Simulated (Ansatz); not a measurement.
**Step by step: surface energy of the HfO2(100) slab with 2 H + 2 OH, the mean of its two faces, with the listed reservoirs for the atoms in excess**

Subject: the surface energy of the HfO2(100) slab with 2 H + 2 OH, the mean of its two faces, with the listed reservoirs for the atoms in excess. Reaction: 4 HfO2 (Pca2₁) + 2 H2O (gas) → cell A.

A: a slab of HfO2 (Pca2₁) cut along (100), 18 atoms, rectangular cell of 5.07 × 5.10 Å (25.9 Å²), symmetry P2₁ within 0.02 Å, 9.6 Å thick under 17 Å of vacuum, in-plane vectors held at the crystal's; planes from bottom to top: H | O | HfHO | O2 | O | Hf2 | O | O2 | HfHO | O | H; added, foreign or displaced atoms, above the top plane and below the bottom plane and within the planes: two times OH bound through O to 1 Hf at 1.96 Å; two times H bound to 1 O at 0.98 Å; spin state with PBE: run without spin.

Method: Ansatz (a first-principles code), PAW, neutral cells at 0 K with nuclei at rest, on structures from PBE. Ansatz runs with its default PAW set. Other levels take these structures. The lattices are those relaxed with PBE, so at other levels the solids can be strained. A dispersion term (D3(BJ), or D4 for r2SCAN) was computed beside these levels and is taken off wherever the name lacks it. Spin-orbit coupling is left out. Cell A has symmetry P2₁ within 0.02 Å and got no random move, so less symmetric positions, which may lie lower, weren't tried.

Total energies of the cells in eV, at zero smearing width. They compare only within one column; the weights balance every element.

| cell | atoms | weight | r2SCAN |
|---|---|---|---|
| A: HfO2(100) slab with 2 H + 2 OH | 18 | +1 | -68703.57118 |
| HfO2 (Pca2₁) | 12 | −1 | -67505.43069 |
| H2O (gas) | 3 | −2 | -600.36457 |

r2SCAN: (-68703.57118) − (-67505.43069) − 2 × (-600.36457) = 2.5887 eV; dividing by 2 × 25.858 Å² and converting at 16.022 J/m² per eV/Å² gives 0.80 J/m².
